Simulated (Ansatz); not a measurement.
Reference: MgSe (Fm-3m), PBEsol, rigid bands (plane waves, PAW, scalar-relativistic; Ansatz, an electronic-structure program); axes and stresses refer to this cell.

```yaml
crystal:
  lattice:
    - [0.00000, 2.72489, 2.72489]
    - [2.72489, 0.00000, 2.72489]
    - [2.72489, 2.72489, 0.00000]
  atoms:
    - { symbol: Mg, position: [0.00000, 0.00000, 0.00000] }
    - { symbol: Se, position: [0.50000, 0.50000, 0.50000] }
```

The band gap is 1.78 eV and the Seebeck coefficient, p-type 1e19 cm⁻³ is 452 μV/K. The electron conductivity mass is 0.29 mₑ.

### Question
Change: functional r2SCAN on the same cell. What happens to band gap, Seebeck coefficient, p-type 1e19 cm⁻³, electron conductivity mass?

### Answer
band gap goes up to 2.50 eV; Seebeck coefficient, p-type 1e19 cm⁻³ moves little, to 448 μV/K; electron conductivity mass grows to 0.31 mₑ.

Masses are for dilute carriers at 300 K, harmonic means over directions unless an axis is named. Seebeck coefficients are for the stated density at 300 K, with one relaxation time for all states and whether or not that doping can be reached. Spin-orbit coupling is left out unless a row names it; without it hole values are far off for these elements.
